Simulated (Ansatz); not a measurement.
The reference is BeSe in the zinc blende structure (space group F-43m, No. 216; a = 5.082 Å). Axes: x, y, z lie along the cube axes.

Method: LDA (Ansatz, an electronic-structure program), spin-orbit coupling left out.

Strains are applied to the cell and any free atomic positions relax; under biaxial strain the out-of-plane vector relaxes too.

One change was made to it. Results:

The energy rises by 0.4 meV/atom; the band gap drops by 0.02 eV, from 2.40 eV to 2.38 eV; the valence-band top at Γ (three highest levels, from the VBM) goes from 0.00, 0.00, 0.00 eV to 0.00, -0.05, -0.05 eV.

Name the change that was made.
(A) biaxial strain −2.08 %, plane normal [111], relaxed out of plane
(B) biaxial strain +1.25 %, plane normal [111], relaxed out of plane
(C) biaxial strain −0.83 %, plane normal [111], relaxed out of plane
(D) biaxial strain +2.08 %, plane normal [111], relaxed out of plane
(E) biaxial strain +0.42 %, plane normal [111], relaxed out of plane

E, biaxial strain +0.42 %, plane normal [111], relaxed out of plane. For comparison, the valence-band top at Γ in the other runs: biaxial strain +2.08 %, plane normal [111], relaxed out of plane gives 0.00, -0.21, -0.21 eV; biaxial strain −0.83 %, plane normal [111], relaxed out of plane gives 0.00, 0.00, -0.10 eV; biaxial strain −2.08 %, plane normal [111], relaxed out of plane gives 0.00, 0.00, -0.28 eV; biaxial strain +1.25 %, plane normal [111], relaxed out of plane gives 0.00, -0.13, -0.13 eV.

Stability against distortions was not tested.
